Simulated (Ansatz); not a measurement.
# Thickness series in CdS

Base system: CdS in the wurtzite structure (space group P6_3mc, No. 186; a = 4.164 Å, c = 6.767 Å). Axes: x lies along a and z along c of the hexagonal cell.

Free-standing slabs (4 atom(s) a layer) normal to the y axis with 15 Å of vacuum; in-plane cell held at bulk.

Calculations: r2SCAN (Ansatz, a quantum-chemistry and plane-wave program; PAW; 500 eV plane waves; scalar-relativistic without spin-orbit coupling).

Notes on the quantities. excess energy per area of both faces: slab less bulk energy over the cell's area: twice a surface energy.

| variant | excess energy per area of both faces | thickness between the outermost nuclei | band gap |
|---|---|---|---|
| base | – | – | 1.63 eV |
| 1 layer | – | 1.68 Å | 2.39 eV |
| 2 layers | 0.82 J/m² | 5.28 Å | 2.02 eV |
| 3 layers | 0.84 J/m² | 8.82 Å | 1.87 eV |
| 4 layers | ? | 12.40 Å | ? |

Problem. Complete the table.

Solution. 
- 4 layers, excess energy per area of both faces: 0.85 J/m²
- 4 layers, band gap: 1.79 eV

The excess energy carries the mismatch between the slab's and the bulk's meshes. Whether these cells are dynamically stable was not tested.
